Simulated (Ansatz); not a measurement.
Input and output of a self-consistent single point for GaPt3 (P4/mbm, 8 atoms in the cell) (Ansatz, an electronic-structure program).

Computed with r2SCAN, default PAW files made with PBE (plane waves; Ansatz).

```yaml
crystal:
  lattice:
    - [5.58585, 0.00000, 0.00000]
    - [0.00000, 5.58585, 0.00000]
    - [0.00000, 0.00000, 3.93755]
  atoms:
    - { symbol: Ga, position: [0.00000, 0.50000, 0.50000] }
    - { symbol: Ga, position: [0.50000, 0.00000, 0.50000] }
    - { symbol: Pt, position: [0.76255, 0.26255, 0.00000] }
    - { symbol: Pt, position: [0.23745, 0.73745, 0.00000] }
    - { symbol: Pt, position: [0.73745, 0.76255, 0.00000] }
    - { symbol: Pt, position: [0.26255, 0.23745, 0.00000] }
    - { symbol: Pt, position: [0.50000, 0.50000, 0.50000] }
    - { symbol: Pt, position: [0.00000, 0.00000, 0.50000] }
```

Reference input (self-consistent single point, DFT, r2SCAN, plane waves, default PAW files made with PBE): basis.ecutwfc = 500 eV; kpoints.mp_grid.grid = 5 5 7; hamiltonian.xc = r2scan; hamiltonian.pseudopotentials = {kind: paw} (the program's default PAW files); scf.occupations.method = fermi_dirac; scf.occupations.width = 0.136 eV. This run's input differs from it in these lines:

Ansatz 0.2 input:
```diff
@@ -16,3 +16,3 @@
 basis:
-  ecutwfc: 500.0
+  ecutwfc: 650.0
 kpoints:
```

The program printed (abridged):

```
SCF iter   1: F=—  HF=-82805.001555 eV  |F-HF|=—  |Δ(HF+E_count)|=         —  Δρ=1.31e-2  dr2=1.60e-1  dr2_τ=7.98e-2  ethr=1.77e-3  ⟨swp⟩=5.0  Hψ=6894  notcnv=0  defer=6
all-band conjugate gradients solve this SCF's bands
preconditioner: auto → Kerker (q_TF=auto, 2.768 Å⁻¹)
SCF iter   2: F=—  HF=-82805.030394 eV  |F-HF|=—  |Δ(HF+E_count)|=   2.88e-2  Δρ=5.50e-3  dr2=2.19e-2  dr2_τ=4.21e-3  ethr=1.20e-4  ⟨swp⟩=2.0  Hψ=4074  notcnv=0  defer=86
   [... lines left out ...]
SCF iter   7: F=—  HF=-82805.034270 eV  |F-HF|=—  |Δ(HF+E_count)|=   1.82e-6  Δρ=3.19e-5  dr2=1.68e-6  dr2_τ=4.10e-7  ethr=9.00e-9  ⟨swp⟩=2.0  Hψ=2690  notcnv=0  defer=86
SCF iter   8: F=—  HF=-82805.034270 eV  |F-HF|=—  |Δ(HF+E_count)|=   1.53e-7  Δρ=1.46e-5  dr2=2.98e-7  dr2_τ=2.40e-8  ethr=1.25e-9  ⟨swp⟩=2.2  Hψ=3130  notcnv=0  defer=86
SCF iter   9: F=-82805.034270 eV  HF=-82805.034270 eV  |F-HF|=9.18e-9  |Δ(HF+E_count)|=   7.72e-8  Δρ=4.26e-6  dr2=1.92e-8  dr2_τ=2.34e-9  ethr=7.46e-11  ⟨swp⟩=8.8  Hψ=8689  notcnv=0
SCF 1 converged in 9 iterations: F = -82805.034270 eV  dr2 = 1.92e-8
Free energy (F): -82805.034270 eV
Internal energy: -82804.745810 eV  (E = F + TS)
E sigma→0 (E₀):  -82804.890040 eV
Entropy (-TS):   -0.288461 eV (-36.058 meV/atom)
Fermi energy:    19.915296 eV
--- Forces (eV/Å), atoms counted from 1 ---
  atom   1  Ga    -0.00000000     0.00000000     0.00000000
  atom   2  Ga     0.00000000    -0.00000000     0.00000000
  atom   3  Pt     0.00917855     0.00917855     0.00000000
  atom   4  Pt    -0.00917855    -0.00917855     0.00000000
  atom   5  Pt    -0.00917855     0.00917855     0.00000000
  atom   6  Pt     0.00917855    -0.00917855     0.00000000
  atom   7  Pt     0.00000000    -0.00000000     0.00000000
  atom   8  Pt     0.00000000     0.00000000     0.00000000
--- Stress (GPa, compression-positive) ---
       -6.103140       0.000000       0.000000
        0.000000      -6.103140       0.000000
        0.000000       0.000000      -5.678096
  P = ⅓ Tr σ = -5.9615 GPa (-59.615 kbar)
  The stress holds the Pulay correction. Without it, at fixed plane waves, as pw.x and ABINIT print it: P = -5.9821 GPa
```

The run converged in 9 iterations. Against the reference run the free energy goes down by 1.4 meV/atom, the pressure stays at -5.96 GPa and the largest force stays at 0.013 eV/Å.

The starting cell comes from a database of computed structures (which also holds hypothetical and non-ambient phases and stackings), without a prior relaxation at this level. Spin polarisation is off. Ansatz's pressure includes its estimate of the finite-basis (Pulay) stress.
